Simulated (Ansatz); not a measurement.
Consider ZrO2 in the fluorite structure (space group Fm-3m, No. 225; a = 5.064 Å).

All numbers come from PBEsol (Ansatz, a first-principles code), no SOC, earlier PAW set.

For the base:

```
Quantity            Value
---------------  --------
Volume per atom  10.82 Å³
```

It is then changed as follows: full substitution O → S; the structure is relaxed again.

Tabulated Pauling electronegativity and covalent radius: O 3.44, 0.66 Å; S 2.58, 1.05 Å.

Q: Estimate the effect on the volume per atom.

A: The volume per atom goes up by 8.932 Å³ to 19.76 Å³.

Stability against distortions was not tested. As relaxed here, ZrS2 is a hypothetical phase, not in the database extracts checked. The final runs are not spin-polarised. This is not the structure that ZrO2 has at room temperature and ambient pressure.
